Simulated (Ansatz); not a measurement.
Worked calculations on one periodic cell of amorphous Zr20O41Mg: Zr20O41Mg, 62 atoms, volume 794.4 Å³, made by a melt-quench on the CHGNet potential and relaxed with DFT. O atoms were pushed apart under 1.9 Å during the dynamics, to hinder bonds among them. It is a model cell: composition and starting density were chosen by hand, and all elements were melted together. Cycles of charging were run to anneal it. Calculation: PBE, scalar-relativistic without spin-orbit coupling (plane waves to 420 eV, PAW; Ansatz, a first-principles code). Sampling: a 2×2×2 Γ-centred mesh; Fermi-Dirac width 0.02 eV; no spin polarisation. Its volume was held where the quench left it, its shape was free, and it stands at a mean pressure of -1.5 GPa with stress components up to 1.6 GPa; the relaxation ran on the zone centre alone. Its density went from a set 5.24 to 5.24 g/cm³. The cell is small and was quenched far faster than a real film, so it is one sample of the glass.

Task: Count formal charges (Zr +4, O -2, Mg +2). What does the count lead one to expect at the Fermi level, and what does the calculation give?

Result: 20 × (+4) + 41 × (-2) + 1 × (+2) = 0. The charges balance, so the anion-derived valence states can be full and a gap can open. On this mesh the highest filled and lowest empty level lie 3.27 eV apart, the PBE gap of this cell, with a localised state at one edge or both.

Four energies for an added electron at PBE on the zone centre alone (charged cells in a uniform background, spin-polarised): neutral at the neutral geometry -108963.506 eV; charged at the neutral geometry -108950.886 eV; charged and relaxed -108951.237 eV; neutral at the charged geometry -108962.889 eV.

Task: Find the two relaxation energies and their sum, the reorganisation energy.

Result: On charging: -108950.886 − (-108951.237) = 0.351 eV. On discharging: -108962.889 − (-108963.506) = 0.617 eV. The sum is 0.968 eV. The carrier's level spreads over 7 of the 62 atoms' worth, so it counts as partly localised, most on one Zr atom with neighbours O 2.03 Å, O 2.07 Å, O 2.13 Å, O 2.13 Å, O 2.23 Å, O 2.26 Å (neutral geometry). The values are uncorrected: the image energy of a point charge in this cell, 2.84 × 14.40 / (2 × 9.3) = 2.2 eV before screening, is screened by electrons alone at the fixed geometry and by ions too after relaxing, and the carrier can be spread before it relaxes, so each term can be off by up to that value times 1/ε∞, some tenths of an eV. PBE's self-interaction favours spread-out carriers, so a hybrid can localise more.

Four energies for a hole at PBE on the zone centre alone (charged cells in a uniform background, spin-polarised): neutral at the neutral geometry -108963.506 eV; charged at the neutral geometry -108972.651 eV; charged and relaxed -108972.994 eV; neutral at the charged geometry -108962.757 eV.

Task: Find the two relaxation energies and their sum, the reorganisation energy.

Result: On charging: -108972.651 − (-108972.994) = 0.343 eV. On discharging: -108962.757 − (-108963.506) = 0.749 eV. The sum is 1.092 eV. The carrier's level spreads over 4 of the 62 atoms' worth, so it counts as localised, most on one O atom with neighbours Zr 2.06 Å, Zr 2.14 Å, Zr 2.39 Å (neutral geometry). The values are uncorrected: the image energy of a point charge in this cell, 2.84 × 14.40 / (2 × 9.3) = 2.2 eV before screening, is screened by electrons alone at the fixed geometry and by ions too after relaxing, and the carrier can be spread before it relaxes, so each term can be off by up to that value times 1/ε∞, some tenths of an eV. PBE's self-interaction favours spread-out carriers, so a hybrid can localise more.
